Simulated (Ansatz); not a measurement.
The structure below was relaxed with r2SCAN, PAW, 500 eV (Ansatz, a program for electronic structure; no SOC).

Space group P3m1 (No. 156); a = b = 4.5549 Å, c = 7.3168 Å, α = β = 90.00°, γ = 120.00°

| atom | site | symmetry | x | y | z |
|---|---|---|---|---|---|
| Sn | 1c | 3m. | 0.6667 | 0.3333 | 0.7807 |
| Sb | 1b | 3m. | 0.3333 | 0.6667 | 0.2251 |
| Mg | 1a | 3m. | 0.0000 | 0.0000 | 0.9970 |
| Mg | 1c | 3m. | 0.6667 | 0.3333 | 0.3694 |
| Mg | 1b | 3m. | 0.3333 | 0.6667 | 0.6278 |

Write out a cell with all atoms.


```cif
data_Mg3SbSn
_chemical_formula_sum 'Sn1 Sb1 Mg3'
_space_group_name_H-M_alt 'P 1'
_space_group_IT_number 1
_cell_length_a 4.55492
_cell_length_b 4.55492
_cell_length_c 7.31682
_cell_angle_alpha 90.000
_cell_angle_beta 90.000
_cell_angle_gamma 120.000
loop_
_space_group_symop_operation_xyz
  'x, y, z'
loop_
_atom_site_label
_atom_site_type_symbol
_atom_site_fract_x
_atom_site_fract_y
_atom_site_fract_z
_atom_site_occupancy
Sn1 Sn 0.66667 0.33333 0.78072 1
Sb1 Sb 0.33333 0.66667 0.22506 1
Mg1 Mg 0.00000 0.00000 0.99703 1
Mg2 Mg 0.66667 0.33333 0.36940 1
Mg3 Mg 0.33333 0.66667 0.62780 1
```
This is the conventional cell.

Each cell is one ordered arrangement of few atoms, which overstates ordering effects compared with a random alloy. Whether these cells are dynamically stable was not tested. The final runs are not spin-polarised. An odd electron count without spin: Mg3SnSb. The cell was made from Mg3Sb2 by this change: x(Sn) = 0.5, 5 atoms, P3m1.
